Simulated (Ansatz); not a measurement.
Partial pair distribution functions of a relaxed model of amorphous Si$_{30}$N$_{40}$Ag, broadened by 0.06 Å; density 3.11 g/cm³. Calculation: PBE, scalar-relativistic without spin-orbit coupling (plane waves to 420 eV, PAW; Ansatz, a program for electronic structure). In the spin-polarised cell the level spacing at the Fermi energy can part levels of unlike spin.

Preparation: random packing, a CHGNet melt and quench, and a DFT relaxation. N atoms were pushed apart under 1.9 Å during the dynamics, to hinder bonds among them. The hot cell started wider than the set density and was brought back towards it in steps. It is the lowest in DFT energy of 2 quenches. It is a model cell: composition and starting density were chosen by hand, and all elements were melted together. No dispersion term was used. Its density started from a set value of 3.11 and ended at 3.11 g/cm³. Cooling (nominally 300 K/ps over its main leg) ran many orders faster than in experiment, which tends to leave more defects and strain. Values belong to this one cell and scatter from quench to quench. The volume was held where the preparation left it, at a PBE pressure of 4.9 GPa. Stress components on the final sampling reach 6.3 GPa.

| r (Å) | g Si-N | g N-Ag | g Si-Si | g N-N |
|---|---|---|---|---|
| 1.45 | 0.01 | 0.00 | 0.00 | 0.00 |
| 1.55 | 0.54 | 0.00 | 0.00 | 0.00 |
| 1.65 | 5.57 | 0.00 | 0.00 | 0.00 |
| 1.75 | 9.46 | 0.00 | 0.00 | 0.00 |
| 1.85 | 4.17 | 0.00 | 0.00 | 0.00 |
| 1.95 | 0.98 | 0.02 | 0.00 | 0.00 |
| 2.05 | 0.38 | 0.92 | 0.00 | 0.00 |
| 2.15 | 0.16 | 2.24 | 0.00 | 0.00 |
| 2.25 | 0.01 | 0.34 | 0.04 | 0.01 |
| 2.35 | 0.00 | 0.03 | 0.40 | 0.26 |
| 2.45 | 0.00 | 0.79 | 1.44 | 0.94 |
| 2.55 | 0.00 | 1.53 | 1.21 | 1.68 |
| 2.65 | 0.03 | 0.72 | 0.72 | 1.94 |
| 2.75 | 0.19 | 2.01 | 0.87 | 3.03 |
| 2.85 | 0.22 | 1.50 | 1.52 | 3.56 |
| 2.95 | 0.12 | 1.04 | 2.44 | 2.50 |
| 3.05 | 0.32 | 0.85 | 2.74 | 1.79 |
| 3.15 | 0.65 | 1.17 | 3.38 | 1.21 |
| 3.25 | 0.87 | 2.66 | 2.14 | 0.66 |
| 3.35 | 1.22 | 0.73 | 0.85 | 0.52 |
| 3.45 | 1.38 | 0.02 | 0.42 | 0.49 |
| 3.55 | 1.37 | 0.22 | 0.22 | 0.57 |
| 3.65 | 1.22 | 0.80 | 0.17 | 0.58 |
| 3.75 | 1.40 | 0.24 | 0.19 | 0.47 |
| 3.85 | 1.44 | 0.76 | 0.35 | 0.38 |
| 3.95 | 1.21 | 1.30 | 0.73 | 0.34 |
| 4.05 | 1.26 | 1.67 | 0.85 | 0.51 |
| 4.15 | 1.62 | 2.07 | 0.87 | 0.65 |
| 4.25 | 1.56 | 1.47 | 0.79 | 0.76 |
| 4.35 | 1.45 | 1.77 | 0.57 | 0.92 |
| 4.45 | 1.09 | 1.77 | 0.67 | 1.05 |
| 4.55 | 1.03 | 0.98 | 0.95 | 1.13 |
| 4.65 | 0.87 | 1.08 | 1.17 | 0.95 |

Within 2.24 Å each Si has 4.10 N neighbours on average.
